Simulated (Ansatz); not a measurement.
**CsCl-type RuAl**

Computed with r²SCAN in Ansatz (PAW).

Run with plane-wave cutoff 600 eV, 16×16×16 k mesh, Fermi–Dirac smearing 0.1 eV, finite displacements, no spin polarisation, scalar-relativistic PAW data made under PBE.

Cell: relaxed at this level.

TO(Γ) frequency: 323 cm⁻¹

It cost about 15 core-minutes (a rough figure) of CPU time.

Ansatz is a program for electronic structure.
